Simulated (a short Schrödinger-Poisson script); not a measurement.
Structure: MOS inversion layer, SiO2 on p-type Si(100), at 400 K.

| layer | material | thickness (nm) | Na (cm⁻³) |
|---|---|---|---|
| 1 | SiO2 | 3.8 | - |
| 2 | Si | 410 | 1.1e18 |

The device is made up for the run: typed textbook-type constants, with dimensions and the other settings drawn at random. SiO2: permittivity 3.9, conduction-band edge (eV) 3.15, gap (eV) 9, electron mass (mₑ) 0.5. Si: permittivity 11.7, conduction-band edge (eV) 0, gap (eV) 1.124, Nv at 300 K (cm⁻³) 3.1e19.

Channel valleys (confinement mass, in-plane density-of-states mass, number): Δ2 0.916, 0.19, 2; Δ4 0.19, 0.417, 4. At the gate the conduction-band edge of layer 1 lies 3.36 eV − eVg above the Fermi level of the channel; the field vanishes at the back. Gaps are held at their typed values at every temperature. Mesh 0.03 nm at interfaces.

From a short Schrödinger-Poisson script (our own, NumPy): 1D Poisson equation in equilibrium, electrons quantum, Hartree (BenDaniel-Duke, 12 states a valley, the channel's in-plane mass for all, wave functions ending at the dielectric), parabolic valleys, classical holes, full ionisation, no traps, pinning or gate leakage.

The same stack at other levels of the model or other numerical settings:

| run | sheet density of all electrons at Vg = 3.15 V (cm⁻²) | sheet density of all electrons at Vg = 1.35 V (cm⁻²) | capacitance at Vg = 3.15 V (μF/cm²) | centroid of the channel electrons at Vg = 3.15 V (nm) | rough cost against the base |
|---|---|---|---|---|---|
| base | 1.10e13 | 2.02e12 | 0.825 | 1.32 | about 1 |
| electrons treated as classical, Boltzmann | 1.24e13 | 2.71e12 | [?] | 0.37 | 0.04 |
| electrons treated as classical, Fermi-Dirac | 1.21e13 | [?] | [?] | 0.52 | 0.2 |
| mesh six times as coarse | 1.10e13 | 2.03e12 | 0.825 | 1.32 | 0.3 |
| one subband a valley | 1.10e13 | 2.01e12 | 0.825 | 1.29 | 0.4 |

Question: Fill in the missing entries.

Answer: 
- electrons treated as classical, Fermi-Dirac, capacitance at Vg = 3.15 V (μF/cm²): 0.862
- electrons treated as classical, Fermi-Dirac, sheet density of all electrons at Vg = 1.35 V (cm⁻²): 2.66e12
- electrons treated as classical, Boltzmann, capacitance at Vg = 3.15 V (μF/cm²): 0.885

The classical rows ignore confinement, and Boltzmann statistics overrate the density once the band edge passes the Fermi level.
